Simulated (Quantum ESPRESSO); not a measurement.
**Equation of state of fcc Pt (space group 225): energy against volume (Quantum ESPRESSO, PBEsol)**

```xyz
1
Lattice="0.0000 1.9031 1.9031 1.9031 0.0000 1.9031 1.9031 1.9031 0.0000" Properties=species:S:1:pos:R:3 pbc="T T T"
Pt     0.0000     0.0000     0.0000
```

Computed with PBEsol, GBRV 1.5 ultrasoft (PBESOL) pseudopotentials (plane waves; Quantum ESPRESSO). Settings: ecutwfc = 52 Ry; ecutrho = 416 Ry; occupations = smearing; smearing = fd; degauss = 0.0036749 Ry; potentials = {Pt: pt_pbesol_v1.4.uspp.F.UPF}; K_POINTS = automatic 26 26 26 0 0 0; conv_thr = 1e-10 Ry. The cell above is the first row's. The rows scale it uniformly. In all rows the k mesh is held. E is the free energy at the stated smearing, counted from the lowest row.

| V (Å^3/atom) | E (meV/atom) |
|---|---|
| 13.785 | 107.41 |
| 14.085 | 58.46 |
| 14.384 | 25.46 |
| 14.684 | 6.52 |
| 14.984 | 0.00 |
| 15.283 | 4.40 |
| 15.583 | 18.40 |
| 15.883 | 40.86 |
| 16.182 | ? |

Taking the third-order Birch-Murnaghan form, a cubic in V^(-2/3) for E over the 8 complete rows: With u = V^(-2/3) - 0.166, the rows have u = 0.007938, 0.005460, 0.003075, 0.000765, -0.001469, -0.003622, -0.005713, -0.007737. Least squares gives E = 3.011 + 3726.16·u + 1150380·u² + 4698976·u³. Residuals (row less fit): -0.017, 0.045, -0.023, -0.017, -0.005, 0.017, 0.006, -0.008; standard error 0.030 (degrees of freedom: 4). Its minimum lies at u = -0.001636, so V0 = (0.164364)^(-3/2) = 15.01. There d²E/du² = 2255000 and d³E/du³ = 2.819e7, so B0 = (4/9) × 15.01^(-7/3) × 2255000 × 0.160218 = 289 GPa (the last factor turns the table's units into GPa), and B0' = 4 + (2/3) × 0.164364 × (2.819e7)/2255000 = 5.4. The program's pressures in the fitted runs (not shown) pass through zero at V = 15.00, 0.04 % from this V0.

**Question.** Estimate the missing E (V = 16.182); what did the run itself give?

**Answer.** u = -0.009693, so E = 3.011 + 3726.16 × (-0.009693) + 1150380 × (-0.009693)² + 4698976 × (-0.009693)³ = 70.697 meV/atom. The calculation gives 70.73 meV/atom, 0.033 meV/atom above the prediction (under 0.05 % of the range of E in the table). The row lies outside the fitted rows, so this is an extrapolation. From the scatter of the fitted rows alone, a prediction at this place has a standard error of 0.072 meV/atom, so the miss is 0.5 times that.

Carrying the step between the two nearest rows on in a straight line would have given 63.25, off by 7.48; series whose last step already gives the withheld value aren't shown. The scan was laid around a cell of about the measured size, scaled by a guess for this functional. Spin polarisation is off. Spin-orbit coupling is off. Cutoffs and mesh are single choices, not tested for convergence of this quantity. Series with a scatter that would blur these digits, or in which a gap closes, are not shown. Nor are scans whose minimum lies at an end fitted in this form.
